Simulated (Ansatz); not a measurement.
Consider MoS2 in the fluorite structure (space group Fm-3m, No. 225; a = 5.8453 Å; ferromagnetic; a hypothetical phase, not in the database extracts checked; relaxed with 0.1 eV smearing). Axes: x, y, z lie along the cube axes.

All numbers come from Ansatz (a program for electronic structure) PBEsol, no spin-orbit coupling.

Strains are applied to the cell and any free atomic positions relax; under biaxial strain the out-of-plane vector relaxes too.

One change was made to it. Results:

```csv
quantity,base,after
"pressure (mean of the normal stresses, compression positive)",0.0 GPa,-2.0 GPa
largest site moment,1.08 μB,1.14 μB
magnetic state,ferromagnetic,ferromagnetic
```

**Question.** Which of these changes matches the shifts?
A) uniaxial strain ε_yy = −0.20 %
B) tensor shear ε_xz = +3.12 %
C) biaxial strain +1.41 %, plane normal [001], relaxed out of plane
D) isotropic strain +2.22 %
E) tensor shear ε_yz = −1.61 %

**Answer.** C, biaxial strain +1.41 %, plane normal [001], relaxed out of plane. For comparison, the pressure in the other runs: uniaxial strain ε_yy = −0.20 % gives 0.2 GPa; tensor shear ε_yz = −1.61 % gives -0.1 GPa; isotropic strain +2.22 % gives -7.2 GPa; tensor shear ε_xz = +3.12 % gives -0.3 GPa.

Other magnetic orders, which the real material may have, were not ruled out. Stability against distortions was not tested.
